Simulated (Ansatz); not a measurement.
Results of PBE-D4 (Ansatz, a program for electronic structure, PAW) for 1T (CdI2-type) MgI₂.

Numerical settings: plane-wave cutoff 520 eV, 12×12×6 k mesh (along the axes of the cell as run), perturbation theory, scalar-relativistic PAW data made under PBE.

Computed at the level's own relaxed cell.

**Question.** What does this level give for the electronic dielectric constant ε∞ (mean over three axes) and static dielectric constant (mean over three axes)?

**Answer.** 
- electronic dielectric constant ε∞ (mean over three axes): 4.35
- static dielectric constant (mean over three axes): 7.56

Note: the dispersion coefficients are held fixed in the derivatives.

Spin–orbit coupling is not included.

It cost very roughly 50 core-minutes of CPU time.
